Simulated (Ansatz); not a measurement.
# Cu3N under a change: pressure 2.1 GPa

Take Cu$_{3}$N (space group Pm-3m, No. 221; a = 3.721 Å) as the base.

Perturbation: cell and atoms relaxed at a pressure of 2.1 GPa.

Computed with LDA, PAW, 420 eV (Ansatz, a first-principles code; no spin-orbit coupling). k-mesh 13×13×13 (Γ-centred); smearing 0.05 eV (Fermi–Dirac).

The volume per atom shrinks by 0.174 Å³, from 12.88 Å³ to 12.70 Å³ and the density grows by 0.09 g/cm³ to 6.69 g/cm³. The lattice parameter a shrinks by 0.017 Å, from 3.721 Å to 3.704 Å and the shortest interatomic distance shrinks by 0.008 Å to 1.852 Å. The enthalpy H = E + PV relative to the base's energy amounts to +0.17 eV/atom and the band gap is still zero.

Load acts through the strain it causes; cell and atoms are relaxed under it. Stability against distortions was not tested. All final runs are without spin polarisation. A zero or small gap of Cu3N can be the functional's error rather than a property of the material.
